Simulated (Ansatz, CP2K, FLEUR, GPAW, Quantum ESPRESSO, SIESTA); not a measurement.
# One structure in several programs: SrGe2Ru2 (I4/mmm, 5 atoms in the cell)

Self-consistent single point, at a second geometry (lattice scaled by 0.98). First geometry:

```
Sr(GeRu)2
1.0
   -2.15241     2.15241     5.14697
    2.15241    -2.15241     5.14697
    2.15241     2.15241    -5.14697
Sr Ge Ru
1 2 2
Direct
  0.00000   0.00000   0.00000
  0.64218   0.64218   0.00000
  0.35782   0.35782   0.00000
  0.75000   0.25000   0.50000
  0.25000   0.75000   0.50000
```

Shared settings, as Ansatz (a first-principles code) writes them: kpoints.mp_grid.grid = 6 6 6; scf.occupations.method = gaussian; scf.occupations.width = 0.0037 Ry. Potentials and cutoffs stand in the table.

```json
[
 {"code": "FLEUR", "model": "LDA (Perdew-Zunger), all-electron FLAPW (FLEUR), scalar-relativistic valence", "ΔF from the first geometry (meV/atom)": "–", "pressure (GPa)": "–", "largest force (eV/Å)": "0.656", "cutoff": "Kmax 3.8 1/bohr"},
 {"code": "Quantum ESPRESSO", "model": "LDA (PZ), GBRV 1.5 ultrasoft (LDA) pseudopotentials", "ΔF from the first geometry (meV/atom)": "-0.4", "pressure (GPa)": "4.45", "largest force (eV/Å)": "0.621", "cutoff": "50 Ry"},
 {"code": "CP2K", "model": "LDA (Pade form), GPW, DZVP-MOLOPT-SR-GTH basis, GTH-PADE potentials (GTH_POTENTIALS)", "ΔF from the first geometry (meV/atom)": "-28.2", "pressure (GPa)": "-0.42", "largest force (eV/Å)": "0.125", "cutoff": "grid 500 Ry"},
 {"code": "SIESTA", "model": "LDA PW92, numerical atomic orbitals TZP, PseudoDojo LDA standard norm-conserving potentials (rewritten from UPF to PSML)", "ΔF from the first geometry (meV/atom)": "31.2", "pressure (GPa)": "9.45", "largest force (eV/Å)": "0.882", "cutoff": "grid 350 Ry"},
 {"code": "Ansatz", "model": "LDA (PW92), PAW files made with PBE", "ΔF from the first geometry (meV/atom)": "-0.6", "pressure (GPa)": "4.37", "largest force (eV/Å)": "0.612", "cutoff": "default"},
 {"code": "GPAW", "model": "LDA (Perdew-Wang 92), GPAW PAW datasets LDA (gpaw-data 1.0.1)", "ΔF from the first geometry (meV/atom)": "0.2", "pressure (GPa)": "4.47", "largest force (eV/Å)": "0.576", "cutoff": "600 eV"}
]
```

A dash marks a value that a program does not give, or that is left out as unsure.

On Ansatz's run: spin polarisation is off.

The spread over the programs that give each value: ΔF from the first geometry within 59.4 meV/atom; pressure within 9.87 GPa; largest force within 0.757 eV/Å.

CP2K and SIESTA use small atom-centred bases, whose incompleteness enters pressures, forces and empty levels differently from a plane-wave cutoff. FLEUR treats all electrons, but the usual bases taken here (sphere radii, linearisation, local orbitals, empty states) were not tested for convergence, so the values are no reference for the others. Ansatz's pressure is given at a fixed set of plane waves, as the other plane-wave codes print theirs; with its correction for the finite basis it is 4.49 GPa. The same LDA comes in different parametrisations, which differ slightly. In the pressure, CP2K (by 4.86) and SIESTA (by 5.00) lie more than 1 GPa from the median of the plane-wave programs.

The starting cell comes from a database of computed structures (which also holds hypothetical and non-ambient phases and stackings), without a prior relaxation at this level. Its lattice was rescaled by a random factor within 2.5 % of one. For this run, on top of that: lattice scaled by 0.98.

Left out of this page: Elk (stopped by limits of time or memory).

Keys are those of Ansatz 0.2.
